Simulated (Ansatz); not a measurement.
Consider CuI in the zinc blende structure (space group F-43m, No. 216; a = 6.023 Å).

Level of theory: Kohn–Sham DFT with the r2SCAN functional, run in Ansatz (a program for electronic structure) with PAW and 500 eV plane waves, no spin-orbit coupling.

For the base:

```
Item                           Result
---------  --------------------------
Pressure                     0.00 GPa
Hole mass  0.29, 0.71, 0.71 mₑ (at Γ)
```

One thing is altered: an isotropic linear strain of +2.50 %, atoms relaxed at fixed cell.

**Question.** What happens to the pressure, mean gap deformation potential ΔEg/Δln V and hole mass?

**Answer.** The pressure goes from zero to -2.68 GPa; the mean gap deformation potential ΔEg/Δln V amounts to -2.8 eV; the hole mass (degenerate bands, along [100]) goes from 0.29, 0.71, 0.71 mₑ (at Γ) to 0.30, 0.83, 0.83 mₑ (at Γ).

Spin-orbit coupling, missing from the scalar runs, can matter with I. Effective masses come from finite differences of ±0.01 Å⁻¹. No phonon test of stability was made. All final runs are without spin polarisation.
